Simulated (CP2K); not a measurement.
A user runs CP2K on Te₂MoW₃S₆ (P3m1, 12 atoms in the cell) and asks whether the run is sound. The aim is a self-consistent single point with DFT PBEsol, GPW, DZVP-MOLOPT-SR-GTH basis, GTH-PBE potentials (GTH_POTENTIALS).

Cell that was meant: a = 3.2650 Å, b = 3.2650 Å, c = 37.1243 Å, α = 90.00°, β = 90.00°, γ = 120.00°.

Part of the input:

```
    &CELL
      ABC 3.26500100 3.26500092 37.12428300
      ALPHA_BETA_GAMMA 90.00000000 90.00000000 119.99999073
      MULTIPLE_UNIT_CELL 2 1 1
      PERIODIC XYZ
    &END CELL
    &COORD
      Te       0.00000000     0.00000000    26.34673240
      Te       0.00000000     0.00000000    22.47578341
      Mo       0.00000000     0.00000000    17.43430578
      W        0.00000000     0.00000000     3.48671266
      W       -0.00000130     1.88505028    10.46162295
      W       -0.00000130     1.88505028    24.41255726
      S        0.00000000     0.00000000    12.00302318
      S       -0.00000130     1.88505028     1.94568367
      S       -0.00000130     1.88505028    15.90144414
      S       -0.00000130     1.88505028     5.02737040
      S       -0.00000130     1.88505028    18.96828116
      S        0.00000000     0.00000000     8.92059396
    &END COORD
    &KIND Te
      BASIS_SET DZVP-MOLOPT-SR-GTH-q6
```

Output (repeated stretches shortened):

```
 GLOBAL| Method name                                                        CP2K
   [... lines left out ...]
                        No outer SCF

 Extrapolation method: initial_guess

 Number of electrons:                                                        104
 Number of occupied orbitals:                                                 52
 Number of molecular orbitals:                                                69

 Number of orbital functions:                                                208
 Number of independent orbital functions:                                    208
 SCF WAVEFUNCTION OPTIMIZATION

  Step     Update method      Time    Convergence         Total energy    Change
     1 NoMix/Diag. 0.30E+00      -     1.39977989      -350.0516554188 -3.50E+02
     2 Broy./Diag. 0.30E+00      -     1.22074865      -353.7701622686 -3.72E+00
     3 Broy./Diag. 0.30E+00      -     0.92978083      -350.9110836614  2.86E+00
     4 Broy./Diag. 0.30E+00      -     0.24753298      -351.5559814011 -6.45E-01
     5 Broy./Diag. 0.30E+00      -     0.26003309      -350.5710017780  9.85E-01
     6 Broy./Diag. 0.30E+00      -     0.06494298      -350.0187273622  5.52E-01
   [... 31 lines left out ...]
    38 Broy./Diag. 0.30E+00      -     0.00000288      -349.7506758050 -1.91E-06
    39 Broy./Diag. 0.30E+00      -     0.00000167      -349.7506665388  9.27E-06
    40 Broy./Diag. 0.30E+00      -     0.00000133      -349.7506586880  7.85E-06
    41 Broy./Diag. 0.30E+00      -     0.00000066      -349.7506546259  4.06E-06
  *** SCF run converged in    41 steps ***

  Overlap energy of the core charge distribution:               0.00000000889981
  Self energy of the core charge distribution:               -616.15312208310820
  Core Hamiltonian energy:                                    133.45718474229753
  Hartree energy:                                             179.72263859377145
  Exchange-correlation energy:                                -46.78183546055552
  Smearing free energy correction:                              0.00447958492881
  Fermi energy:                                                -0.01588806519241

  Total energy:                                              -349.75065462592096

 ENERGY| Total FORCE_EVAL ( QS ) energy [hartree]           -349.750655325853131

   [... lines left out ...]
 STRESS|                        x                   y                   z
 STRESS|      x       -4.25223473949E+04   2.37868897976E+04   3.32638693923E+02
 STRESS|      y        2.37868897976E+04  -6.99891952773E+04   1.92050294011E+02
 STRESS|      z        3.32638693923E+02   1.92050294011E+02  -3.96252481495E+04
 STRESS| 1/3 Trace                                            -5.07122636072E+04
```

### Question
Is anything amiss in this input, and did it matter?

### Answer
The run is not sound. The fault is a cell multiplied without its atoms. The repeat must be given for both the cell and the atoms. To fix it, give the repeat in both places, or in neither. The run converged in 41 iterations without an error; against the sound input the free energy goes up by 1.31 eV/atom, the pressure goes from -1.42 to -5.07 GPa and the largest force goes from 0.200 to 3.403 eV/Å.

An input that runs soundly differs in these lines (not the only fix; some lines may just follow from the change or write a value another way):
```diff
-      MULTIPLE_UNIT_CELL 2 1 1
-      Te       0.00000000     0.00000000    26.34673240
-      Te       0.00000000     0.00000000    22.47578341
-      Mo       0.00000000     0.00000000    17.43430578
-      W        0.00000000     0.00000000     3.48671266
-      W       -0.00000130     1.88505028    10.46162295
-      W       -0.00000130     1.88505028    24.41255726
-      S        0.00000000     0.00000000    12.00302318
-      S       -0.00000130     1.88505028     1.94568367
-      S       -0.00000130     1.88505028    15.90144414
-      S       -0.00000130     1.88505028     5.02737040
-      S       -0.00000130     1.88505028    18.96828116
-      S        0.00000000     0.00000000     8.92059396
+      SCALED
+      Te       0.00000000     0.00000000     0.70969000
+      Te       0.00000000     0.00000000     0.60542000
+      Mo       0.00000000     0.00000000     0.46962000
+      W        0.00000000     0.00000000     0.09392000
+      W        0.33333300     0.66666700     0.28180000
+      W        0.33333300     0.66666700     0.65759000
+      S        0.00000000     0.00000000     0.32332000
+      S        0.33333300     0.66666700     0.05241000
+      S        0.33333300     0.66666700     0.42833000
+      S        0.33333300     0.66666700     0.13542000
+      S        0.33333300     0.66666700     0.51094000
+      S        0.00000000     0.00000000     0.24029000
```

With that input, the run converged in 30 iterations: free energy E − TS -9532.9302 eV; Fermi level (on the code's own zero) 4.80 eV; pressure -1.42 GPa; largest force (vector length) 0.200 eV/Å (DFT PBEsol, GPW, DZVP-MOLOPT-SR-GTH basis, GTH-PBE potentials (GTH_POTENTIALS)).

On the sound input: the starting cell comes from a database of computed structures (which also holds hypothetical and non-ambient phases and stackings), without a prior relaxation at this level. Its lattice was rescaled by a random factor within 2.5 % of one. Spin polarisation is off. Values carry the incompleteness of an atom-centred basis. The potentials were made for another functional than the one used.
